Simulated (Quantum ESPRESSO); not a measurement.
Input and output of a self-consistent single point for Cu (Fm-3m, 1 atom in the cell) (Quantum ESPRESSO).

Level of theory: PBE, SSSP 1.1.2 precision (PBE) pseudopotentials (plane waves; Quantum ESPRESSO).

```yaml
crystal:
  lattice:
    - [-1.81042, 0.00000, 1.81042]
    - [0.00000, 1.81042, 1.81042]
    - [-1.81042, 1.81042, 0.00000]
  atoms:
    - { symbol: Cu, position: [0.00000, 0.00000, 0.00000] }
```

Reference input (self-consistent single point, DFT, PBE, plane waves, SSSP 1.1.2 precision (PBE) pseudopotentials): ecutwfc = 75 Ry; occupations = smearing; smearing = gauss; degauss = 0.0073499 Ry; potentials = {Cu: Cu_ONCV_PBE-1.0.oncvpsp.upf}; K_POINTS = automatic 16 16 16 0 0 0; conv_thr = 1e-09 Ry; mixing_beta = 0.7. This run's input differs from it in these lines:

```diff
@@ -15,4 +15,4 @@
   occupations = 'smearing',
-  smearing = 'gauss',
-  degauss = 0.0073499,
+  smearing = 'cold',
+  degauss = 0.02205,
 /
@@ -27,3 +27,3 @@
 K_POINTS automatic
-16 16 16  0 0 0
+26 26 26  0 0 0
```

Log, with long lists cut:

```
     Self-consistent Calculation

     iteration #  1     ecut=    75.00 Ry     beta= 0.70

     Threshold (ethr) on eigenvalues was too large:
     Diagonalizing with lowered threshold

     total energy              =    -365.14893651 Ry
     estimated scf accuracy    <       0.01916962 Ry

     iteration #  2     ecut=    75.00 Ry     beta= 0.70

     total energy              =    -365.15188846 Ry
     estimated scf accuracy    <       0.03236402 Ry

     iteration #  3     ecut=    75.00 Ry     beta= 0.70

     total energy              =    -365.15799682 Ry
     estimated scf accuracy    <       0.00007330 Ry

   [... 3 blocks of this kind left out ...]

     iteration #  7     ecut=    75.00 Ry     beta= 0.70

     total energy              =    -365.15804648 Ry
     estimated scf accuracy    <       0.00000005 Ry

     iteration #  8     ecut=    75.00 Ry     beta= 0.70
     End of self-consistent calculation

     Number of k-points >= 100: set verbosity='high' to print the bands.

     the Fermi energy is    17.4955 ev

!    total energy              =    -365.15804649 Ry
     estimated scf accuracy    <          2.7E-12 Ry
     smearing contrib. (-TS)   =       0.00009184 Ry
     internal energy E=F+TS    =    -365.15813833 Ry

     convergence has been achieved in   8 iterations

     Forces acting on atoms (cartesian axes, Ry/au):

     atom    1 type  1   force =     0.00000000    0.00000000    0.00000000

     Total force =     0.000000     Total SCF correction =     0.000000

          total   stress  (Ry/bohr**3)                   (kbar)     P=      -15.43
  -0.00010486  -0.00000000  -0.00000000          -15.43       -0.00       -0.00
  -0.00000000  -0.00010486   0.00000000           -0.00      -15.43        0.00
  -0.00000000   0.00000000  -0.00010486           -0.00        0.00      -15.43

   JOB DONE.
```

The run converged in 8 iterations. Against the reference run the free energy goes up by 1.0 meV/atom and the pressure hardly changes (-1.45 to -1.54 GPa).

The starting cell has typed, rounded lattice constants, without a prior relaxation at this level. Its lattice was rescaled by up to half a per cent. Spin polarisation is off.

Cost on one core of a shared machine: roughly 70 s.
